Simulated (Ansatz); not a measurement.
Ansatz (a program for electronic structure) run on CaIr2 (R3m, 6 atoms in the cell): self-consistent single point.

Computed with PBEsol, default PAW files made with PBE (plane waves; Ansatz).

The change in words: lattice scaled by 0.98; basis.ecutwfc: 420 eV → 840 eV. Reference geometry:
```
CaIr2
1.0
    0.00000     3.79002     3.79002
    3.79002     0.00000     3.79002
    3.79002     3.79002     0.00000
Ca Ir
2 4
Direct
  0.25381   0.25381   0.25381
  0.00000   0.00000   0.00000
  0.62500   0.62500   0.62500
  0.12500   0.62500   0.62500
  0.62500   0.62500   0.12500
  0.62500   0.12500   0.62500
```

Reference input (self-consistent single point, DFT, PBEsol, plane waves, default PAW files made with PBE): basis.ecutwfc = 420 eV; kpoints.mp_grid.grid = 5 5 5; hamiltonian.xc = pbesol; hamiltonian.pseudopotentials = {kind: paw} (the program's default PAW files); scf.occupations.method = fermi_dirac; scf.occupations.width = 0.1 eV. This run's input differs from it in these lines:

Ansatz 0.2 input:
```diff
@@ -3,14 +3,14 @@
   lattice:
-    - [0.000000, 3.790016, 3.790016]
-    - [3.790016, 0.000000, 3.790016]
-    - [3.790016, 3.790016, 0.000000]
+    - [0.000000, 3.714216, 3.714216]
+    - [3.714216, 0.000000, 3.714216]
+    - [3.714216, 3.714216, 0.000000]
   atoms:
-    - { symbol: Ca, position_ang: [1.923873, 1.923873, 1.923873] }
+    - { symbol: Ca, position_ang: [1.885395, 1.885395, 1.885395] }
     - { symbol: Ca, position_ang: [0.000000, 0.000000, 0.000000] }
-    - { symbol: Ir, position_ang: [4.737520, 4.737520, 4.737520] }
-    - { symbol: Ir, position_ang: [4.737520, 2.842512, 2.842512] }
-    - { symbol: Ir, position_ang: [2.842512, 2.842512, 4.737520] }
-    - { symbol: Ir, position_ang: [2.842512, 4.737520, 2.842512] }
+    - { symbol: Ir, position_ang: [4.642770, 4.642770, 4.642770] }
+    - { symbol: Ir, position_ang: [4.642770, 2.785662, 2.785662] }
+    - { symbol: Ir, position_ang: [2.785662, 2.785662, 4.642770] }
+    - { symbol: Ir, position_ang: [2.785662, 4.642770, 2.785662] }
 basis:
-  ecutwfc: 420.0
+  ecutwfc: 840.0
 kpoints:
```

Output (repeated stretches shortened):

```
SCF iter   1: F=—  HF=-50786.148668 eV  |F-HF|=—  |Δ(HF+E_count)|=         —  Δρ=7.88e-3  dr2=6.17e-2  ethr=1.77e-3  ⟨swp⟩=8.1  Hψ=3876  notcnv=0  defer=6
all-band conjugate gradients solve this SCF's bands
preconditioner: auto → Kerker (q_TF=auto, 2.660 Å⁻¹)
SCF iter   2: F=—  HF=-50786.138720 eV  |F-HF|=—  |Δ(HF+E_count)|=   9.95e-3  Δρ=4.71e-3  dr2=3.43e-2  ethr=7.02e-5  ⟨swp⟩=1.2  Hψ=1167  notcnv=0  defer=7
   [... lines left out ...]
SCF iter   5: F=—  HF=-50786.131123 eV  |F-HF|=—  |Δ(HF+E_count)|=   3.92e-5  Δρ=1.79e-4  dr2=1.10e-4  ethr=3.06e-7  ⟨swp⟩=1.6  Hψ=1008  notcnv=0  defer=8
SCF iter   6: F=—  HF=-50786.131113 eV  |F-HF|=—  |Δ(HF+E_count)|=   9.85e-6  Δρ=8.40e-5  dr2=2.00e-5  ethr=1.25e-7  ⟨swp⟩=1.8  Hψ=1043  notcnv=0  defer=8
SCF iter   7: F=—  HF=-50786.131036 eV  |F-HF|=—  |Δ(HF+E_count)|=   7.70e-5  Δρ=9.58e-6  dr2=1.99e-7  ethr=2.27e-8  ⟨swp⟩=2.0  Hψ=1317  notcnv=0  defer=8
SCF iter   8: F=-50786.131036 eV  HF=-50786.131036 eV  |F-HF|=3.08e-9  |Δ(HF+E_count)|=   4.87e-8  Δρ=1.90e-6  dr2=4.78e-9  ethr=1.14e-10  ⟨swp⟩=7.8  Hψ=3711  notcnv=0
SCF 1 converged in 8 iterations: F = -50786.131036 eV  dr2 = 4.78e-9
Free energy (F): -50786.131036 eV
Internal energy: -50785.952024 eV  (E = F + TS)
E sigma→0 (E₀):  -50786.041530 eV
Entropy (-TS):   -0.179012 eV (-29.835 meV/atom)
Fermi energy:    17.774739 eV
--- Forces (eV/Å), atoms counted from 1 ---
  atom   1  Ca    -0.19626030    -0.19626030    -0.19626030
  atom   2  Ca     0.04987669     0.04987669     0.04987669
  atom   3  Ir    -0.00520032    -0.00520032    -0.00520032
  atom   4  Ir     0.07951313     0.03603726     0.03603726
  atom   5  Ir     0.03603726     0.03603726     0.07951313
  atom   6  Ir     0.03603726     0.07951313     0.03603726
--- Stress (GPa, compression-positive) ---
        4.669683      -0.008945      -0.008945
       -0.008945       4.669683      -0.008945
       -0.008945      -0.008945       4.669683
  P = ⅓ Tr σ = 4.6697 GPa (46.697 kbar)
  The stress holds the Pulay correction. Without it, at fixed plane waves, as pw.x and ABINIT print it: P = 4.6676 GPa
```

The run converged in 8 iterations. Against the reference run the free energy drops by 9.0 meV/atom, the pressure goes from -6.16 to 4.67 GPa and the largest force goes from 0.285 to 0.340 eV/Å.

The starting cell comes from a database of computed structures (which also holds hypothetical and non-ambient phases and stackings), without a prior relaxation at this level. Its lattice was rescaled by up to half a per cent. One atom was moved a little off its site on purpose. For this run, on top of that: lattice scaled by 0.98. Spin polarisation is off. Ansatz's pressure includes its estimate of the finite-basis (Pulay) stress.
